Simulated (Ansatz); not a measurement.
The reference is SrTiO$_{3}$ in the cubic perovskite structure (space group Pm-3m, No. 221; a = 3.891 Å).

The change: Sc takes the place of Ti on all its sites; the structure is relaxed again.

Levels (all Ansatz, an electronic-structure program, PAW, earlier PAW set): PBEsol (420 eV, no spin-orbit coupling); r2SCAN (500 eV, no spin-orbit coupling).

The geometry is relaxed with PBEsol.

- PBEsol magnetic state = ferromagnetic
- PBEsol pressure = 0.0 GPa
- PBEsol largest site moment = 0.31 μB

With r2SCAN at the same geometry, the magnetic state stays ferromagnetic; the pressure goes from zero to 2.6 GPa; the largest site moment is nearly the same (0.31 μB against 0.34 μB).

Other magnetic orders, which the real material may have, were not ruled out. Single points use the geometry relaxed with PBEsol. Their cutoffs differ, which shifts pressures a little. Stability against distortions was not tested. For SrScO3 in this form, whether it has been made was not checked. Spin-polarised in the final run: PBEsol SrScO3 and r2SCAN SrScO3; the other runs are not. Many cubic perovskites are stable only at high temperature; tilts and polar distortions were not tested.
